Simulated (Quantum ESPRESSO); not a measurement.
Quantum ESPRESSO run on MgB2 (P6/mmm, 3 atoms in the cell): self-consistent single point.

Computed with PBE, SSSP 1.1.2 efficiency (PBE) pseudopotentials (plane waves; Quantum ESPRESSO).

The change in words: lattice scaled by 0.98. Reference geometry:
```xyz
3
Lattice="2.9972 0.0000 0.0000 -1.4986 2.5957 0.0000 0.0000 0.0000 3.4455" Properties=species:S:1:pos:R:3 pbc="T T T"
Mg     0.0000     0.0000     0.0000
B      1.4986     0.8652     1.7228
B      0.0000     1.7304     1.7228
```

Reference input (self-consistent single point, DFT, PBE, plane waves, SSSP 1.1.2 efficiency (PBE) pseudopotentials): ecutwfc = 40 Ry; ecutrho = 320 Ry; occupations = smearing; smearing = fermi-dirac; degauss = 0.0073499 Ry; potentials = {Mg: Mg.pbe-n-kjpaw_psl.0.3.0.UPF, B: b_pbe_v1.4.uspp.F.UPF}; K_POINTS = automatic 13 13 10 0 0 0; conv_thr = 1e-08 Ry; mixing_beta = 0.7. This run's input differs from it in these lines:

```diff
@@ -27,4 +27,4 @@
 Mg    0.0000000000    0.0000000000    0.0000000000
-B     1.4986084819    0.8652220104    1.7227615000
-B     0.0000000000    1.7304440209    1.7227615000
+B     1.4686364896    0.8479176726    1.6883065000
+B     0.0000000000    1.6958353453    1.6883065000
 K_POINTS {automatic}
@@ -32,5 +32,5 @@
 CELL_PARAMETERS {angstrom}
-   2.9972169638     0.0000000000     0.0000000000
-  -1.4986084819     2.5956660313     0.0000000000
-   0.0000000000     0.0000000000     3.4455230000
+   2.9372729793     0.0000000000     0.0000000000
+  -1.4686364896     2.5437530179     0.0000000000
+   0.0000000000     0.0000000000     3.3766130000
```

Output (repeated stretches shortened):

```
     Self-consistent Calculation

     iteration #  1     ecut=    40.00 Ry     beta= 0.70

     total energy              =     -46.30971717 Ry
     estimated scf accuracy    <       0.36584402 Ry

     iteration #  2     ecut=    40.00 Ry     beta= 0.70

     total energy              =     -46.40294703 Ry
     estimated scf accuracy    <       0.05667888 Ry

     iteration #  3     ecut=    40.00 Ry     beta= 0.70

     total energy              =     -46.41467899 Ry
     estimated scf accuracy    <       0.00039881 Ry

   [... 2 blocks of this kind left out ...]

     iteration #  6     ecut=    40.00 Ry     beta= 0.70

     total energy              =     -46.41529851 Ry
     estimated scf accuracy    <       0.00000002 Ry

     iteration #  7     ecut=    40.00 Ry     beta= 0.70
     End of self-consistent calculation

     Number of k-points >= 100: set verbosity='high' to print the bands.

     the Fermi energy is     8.9613 ev

!    total energy              =     -46.41529852 Ry
     estimated scf accuracy    <          4.9E-10 Ry
     smearing contrib. (-TS)   =      -0.00148669 Ry
     internal energy E=F+TS    =     -46.41381184 Ry

     convergence has been achieved in   7 iterations

     Forces acting on atoms (cartesian axes, Ry/au):

     atom    1 type  1   force =     0.00000000   -0.00000000    0.00000000
   [... zero for the other atoms too ...]

     Total force =     0.000000     Total SCF correction =     0.000000

          total   stress  (Ry/bohr**3)                   (kbar)     P=      258.81
   0.00199669  -0.00000000   0.00000000          293.72       -0.00        0.00
  -0.00000000   0.00199669   0.00000000           -0.00      293.72        0.00
   0.00000000   0.00000000   0.00128467            0.00        0.00      188.98

   JOB DONE.
```

The run converged in 7 iterations. Against the reference run the free energy rises by 62.2 meV/atom and the pressure goes from 12.60 to 25.88 GPa.

The starting cell comes from a database of computed structures (which also holds hypothetical and non-ambient phases and stackings), without a prior relaxation at this level. Its lattice was rescaled by a random factor within 2.5 % of one. For this run, on top of that: lattice scaled by 0.98. With a pressure of about 26 GPa the cell is away from its equilibrium volume at this level.
